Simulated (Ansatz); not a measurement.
**CdSe (model structure, started from the BN type, Pm-3n, No. 223, 12 atoms in the cell)**

Calculation: LDA (Ansatz, a program for electronic structure, plane waves, PAW).

Numerical settings: plane-wave cutoff 520 eV, 6×6×6 k mesh, Fermi–Dirac smearing 0.01 eV, scalar-relativistic PAW data made under PBE.

Cell (relaxed with PBEsol):

```
CdSe
1.0
    7.48490     0.00000     0.00000
    0.00000     7.48490     0.00000
    0.00000     0.00000     7.48490
Cd Se
6 6
Direct
  0.25000   0.00000   0.50000
  0.50000   0.25000   0.00000
  0.50000   0.75000   0.00000
  0.75000   0.00000   0.50000
  0.00000   0.50000   0.75000
  0.00000   0.50000   0.25000
  0.25000   0.50000   0.00000
  0.00000   0.25000   0.50000
  0.00000   0.75000   0.50000
  0.75000   0.50000   0.00000
  0.50000   0.00000   0.75000
  0.50000   0.00000   0.25000
```

```
Quantity   Result
--------  -------
band gap  0.53 eV
```

Note: the relaxation could raise the start's symmetry but not lower it, so the cell can be a saddle point; cell and atoms aren't relaxed at this level (pressure -1.5 GPa).

Spin–orbit coupling is not included.

Static lattice: no zero-point or thermal effects.

A model structure was made by putting elements into a prototype or built by hand; it is no filed structure, need not be a known phase, and can be a saddle point held by its symmetry.
